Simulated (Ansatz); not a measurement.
This Ansatz (a first-principles code) input is the reference run, ZnSnO3 (space group R-3, No. 148; a cell from a computed database, its experimental status unchecked), computed with PBEsol in Ansatz (plane waves to 420 eV, PAW, without spin-orbit coupling):

Ansatz 0.2 input:
```yaml
crystal:
  lattice:
    - [2.6538102021, 1.5321780346, 4.6750077602]
    - [-2.6538102021, 1.5321780346, 4.6750077602]
    - [0, -3.0643560691, 4.6750077602]
  atoms:
    - { symbol: Zn, position: [0.3649875781, 0.3649875781, 0.3649875781] }
    - { symbol: Zn, position: [0.6350124219, 0.6350124219, 0.6350124219] }
    - { symbol: Sn, position: [0.1491475917, 0.1491475917, 0.1491475917] }
    - { symbol: Sn, position: [0.8508524083, 0.8508524083, 0.8508524083] }
    - { symbol: O, position: [0.049598189, 0.4464026826, 0.7575941815] }
    - { symbol: O, position: [0.950401811, 0.5535973174, 0.2424058185] }
    - { symbol: O, position: [0.7575941815, 0.049598189, 0.4464026826] }
    - { symbol: O, position: [0.2424058185, 0.950401811, 0.5535973174] }
    - { symbol: O, position: [0.4464026826, 0.7575941815, 0.049598189] }
    - { symbol: O, position: [0.5535973174, 0.2424058185, 0.950401811] }
basis: { ecutwfc: 420, ecutrho_ratio: 4, xc_grid: 2, fft_grid_basis: typed }
kpoints: { mp_grid: { grid: [8, 8, 8] } }
hamiltonian:
  xc: pbesol
  dispersion: none
  pseudopotentials: { kind: paw }
scf: { occupations: { method: fermi_dirac, width: 0.05 }, convergence: { dr2_threshold: 0.000000001 } }
output: { forces: true, stress: true }
```

Task: Write the input for this change: tensile biaxial strain of 1.59 % in the plane normal to [001], as in epitaxy on a mismatched substrate; the out-of-plane cell vector and the atoms relax.

Result: 
Ansatz 0.2 input:
```yaml
crystal:
  lattice:
    - [5.3920115686, 0, 0]
    - [2.6960057843, 4.6696189959, 0]
    - [2.6960057843, -1.5565396653, 4.6378414485]
  atoms:
    - { symbol: Zn, position: [0.2700248438, 0.3649875781, 0.0949627343] }
    - { symbol: Zn, position: [0.7299751562, 0.6350124219, 0.9050372657] }
    - { symbol: Sn, position: [0.7017048166, 0.1491475917, 0.4474427751] }
    - { symbol: Sn, position: [0.2982951834, 0.8508524083, 0.5525572249] }
    - { symbol: O, position: [0.7960031359, 0.4464026826, 0.2535950531] }
    - { symbol: O, position: [0.2039968641, 0.5535973174, 0.7464049469] }
    - { symbol: O, position: [0.5039991284, 0.049598189, 0.2535950531] }
    - { symbol: O, position: [0.4960008716, 0.950401811, 0.7464049469] }
    - { symbol: O, position: [0.1928076295, 0.7575941815, 0.2535950531] }
    - { symbol: O, position: [0.8071923705, 0.2424058185, 0.7464049469] }
basis: { ecutwfc: 420, ecutrho_ratio: 4, xc_grid: 2, fft_grid_basis: typed }
kpoints: { mp_grid: { grid: [8, 8, 8] } }
hamiltonian:
  xc: pbesol
  dispersion: none
  pseudopotentials: { kind: paw }
scf: { occupations: { method: fermi_dirac, width: 0.05 } }
relax: { f_tol: 0.005, max_steps: 50, cell: { stress_tol: 0.01, fix: [a, b, gamma] } }
output: { forces: true, stress: true }
checkpoint: { write: state.ck, write_every: 1000 }
```
This is the input that was run; other choices of cell and start would serve too.

Stability against distortions was not tested.
